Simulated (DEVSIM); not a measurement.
## abrupt Si p-n junction

System: abrupt Si p-n junction, at 300 K.

| layer (left to right) | material | thickness (μm) | Nd (cm⁻³) | Na (cm⁻³) | τn (s) | τp (s) |
|---|---|---|---|---|---|---|
| 1 | Si | 0.810 | - | 9.6e14 | 0.00024 | 0.00024 |
| 2 | Si | 250 | 7.1e17 | - | 0.00024 | 0.00024 |

Left contact: ohmic. Right contact: ohmic. Voltage is applied to the left contact. Recombination: SRH at mid-gap, radiative, Auger. Mobility is constant in doping.

The device is made up for the run: typed textbook-type constants, with dimensions and the other settings drawn at random. Values at 300 K.

```tsv
parameter	Si
gap (eV)	1.124
affinity (eV)	4.05
permittivity	11.7
Nc (cm⁻³)	2.86e19
Nv (cm⁻³)	3.1e19
μn (cm²/Vs)	1417
μp (cm²/Vs)	470
B (cm³/s)	4.7e-15
Cn (cm⁶/s)	2.8e-31
Cp (cm⁶/s)	9.9e-32
```

Simulated with DEVSIM: 1D drift-diffusion, Boltzmann statistics, complete ionisation; no tunnelling, impact ionisation, image-force lowering or self-heating.

```yaml
potential_step_across_the_device_at_zero_bias: 0.760 V
largest_field_in_the_device_at_zero_bias: 47000 V/cm
Dark forward voltage at 1 A/cm²: 0.457 V
Dark forward voltage at 100 A/cm²: 0.620 V
```

Dark reverse current:

```
V (V)   J (A/cm²)
------  ---------
-0.40     -2.3e-7
-1.00     -4.3e-7
-2.00     -7.6e-7
-3.00     -1.1e-6
-4.00     -1.4e-6
-6.00     -2.1e-6
-8.00     -2.8e-6
-10.00    -3.5e-6
-13.00    -4.5e-6
-16.00    -5.4e-6
```

Small-signal capacitance in reverse bias (quasi-static):

```
V (V)  C (nF/cm²)
-----  ----------
-0.4         13.1
-1           12.9
-2           12.8
-3           12.8
-4           12.7
-6           12.7
-8           12.6
-10          12.6
-13          12.5
-16          12.5
```
